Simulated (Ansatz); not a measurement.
Consider InP (space group P4_2/mnm, No. 136; a = 7.2766 Å, c = 4.2158 Å; a hypothetical phase, not in the database extracts checked).

(Cell as relaxed with PBE.)

Levels (all Ansatz, a first-principles code, PAW): PBE (420 eV, no spin-orbit coupling); PBEsol (420 eV, without spin-orbit coupling).

Each level relaxes its own structure.

```csv
base,PBE,PBEsol
volume per atom,27.90 Å³,26.79 Å³
lattice parameter a,7.277 Å,7.175 Å
```

Now apply this change: a hydrostatic pressure of 0.7 GPa.

| quantity | PBE | PBEsol |
|---|---|---|
| lattice parameter a | 7.241 Å | ___ |
| c/a ratio | 0.580 | ___ |

Predict the PBEsol column.


- lattice parameter a, PBEsol: 7.144 Å
- c/a ratio, PBEsol: 0.581

PBE's lattice parameter a lies 0.0977 Å above PBEsol's (1.4 %). Neither level is exact; PBEsol is the comparison here, not a measurement.

Load acts through the strain it causes; cell and atoms are relaxed under it. Whether these cells are dynamically stable was not tested.
